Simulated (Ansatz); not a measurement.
# Converging the plane-wave cutoff: Ti₃Ga (P3m1, 8 atoms in the cell)

```
CELL_PARAMETERS angstrom
      5.71530     0.00000     0.00000
     -2.85765     4.94960     0.00000
      0.00000     0.00000     4.64203
ATOMIC_POSITIONS crystal
  Ti 0.17060 0.34120 0.75000
  Ti 0.82940 0.65880 0.25000
  Ti 0.82940 0.17060 0.25000
  Ti 0.17060 0.82940 0.75000
  Ti 0.65880 0.82940 0.75000
  Ti 0.34120 0.17060 0.25000
  Ga 0.66667 0.33333 0.76077
  Ga 0.33333 0.66667 0.25000
```

Method of the run: PBEsol, default PAW files made with PBE (plane waves; Ansatz, a first-principles code).

Base settings: basis.ecutwfc = 30.9 Ry; kpoints.mp_grid.grid = 3 3 3; hamiltonian.xc = pbesol; hamiltonian.pseudopotentials = {kind: paw} (the program's default PAW files); scf.occupations.method = fermi_dirac; scf.occupations.width = 0.0073 Ry.

The second cell is the first with its lattice scaled by 0.98.

The mesh stays at the base's, so the ladder's end is converged at best in this setting alone.

The first pressure column holds Ansatz's estimate of the finite-basis (Pulay) stress, which hides part of the cutoff error; the other is without it.

Only quantities that move along the ladder and can be compared are tabulated.

The count of work is k-points × plane waves × bands × iterations; it is no time. 

The starting cell comes from a database of computed structures (which also holds hypothetical and non-ambient phases and stackings), without a prior relaxation at this level. Its lattice was rescaled by up to half a per cent. One atom was moved a little off its site on purpose. Spin polarisation is off. In the base run, with a pressure of about -5 GPa the cell is away from its equilibrium volume at this level. Without a gap this mesh is coarse (it stands for a supercell whose shortest vector is 14 Å).

```csv
basis.ecutwfc,free energy less the last step's (meV/atom),energy of the compressed cell less the first (meV/atom),pressure (GPa),pressure without the Pulay estimate (GPa),largest difference of a force vector from the last step's (eV/Å),count of work / last
10.7 Ry,29862.49,-364.73,-33.30,-810.06,1.601,0.065
12.5 Ry,15030.09,323.88,-6.81,-487.72,0.719,0.068
14 Ry,8313.72,124.39,0.17,-318.11,0.338,0.081
15.4 Ry,4532.27,24.36,-0.29,-205.30,0.326,0.095
16.9 Ry,2219.23,15.64,-4.13,-121.66,0.384,0.11
18.4 Ry,1046.03,-1.58,-5.10,-69.89,0.164,0.12
21.7 Ry,168.77,-9.15,-5.10,-19.53,0.035,0.14
24.6 Ry,24.33,-7.42,-4.75,-7.60,0.004,0.17
27.9 Ry,2.48,-7.44,-4.76,-4.98,0.000,0.20
30.9 Ry,1.30,-7.44,-4.76,-4.78,0.000,0.27
33.8 Ry,1.00,-7.44,-4.76,-4.79,0.000,0.27
37.1 Ry,0.69,-7.44,-4.76,-4.78,0.000,0.31
41.5 Ry,0.51,-7.43,-4.76,-4.77,0.000,0.37
46.3 Ry,0.36,-7.43,-4.76,-4.77,0.000,0.44
54 Ry,0.15,-7.43,-4.76,-4.77,0.000,0.55
61.7 Ry,0.08,-7.44,-4.76,-4.77,0.000,0.76
74.2 Ry,0.00,-7.44,-4.76,-4.77,0.000,1.0
```

Coarsest basis.ecutwfc that holds the pressure without the Pulay estimate within 1 GPa of the last step, with all finer ones: 27.9 Ry, at 0.20 of the last step's count of work; the step before is off by 2.8 GPa.

Coarsest basis.ecutwfc that holds the forces within 0.02 eV/Å of the last step, with all finer ones: 24.6 Ry, at 0.17 of the last step's count of work; the step before is off by 0.035 eV/Å.

Coarsest basis.ecutwfc that holds the energy of the compressed cell less the first within 0.2 meV/atom of the last step, with all finer ones: 24.6 Ry, at 0.17 of the last step's count of work; the step before is off by 1.7 meV/atom.

The energy difference between the two cells stays within 1 meV/atom of the last step's from 24.6 Ry on, the total only from 33.8 Ry on: much of the error is common to both cells and cancels.

At the lowest cutoff the pressure without the Pulay estimate lies 805 GPa under the last step's, the usual sign of Pulay stress in an incomplete plane-wave basis.

Keys are those of Ansatz 0.2.
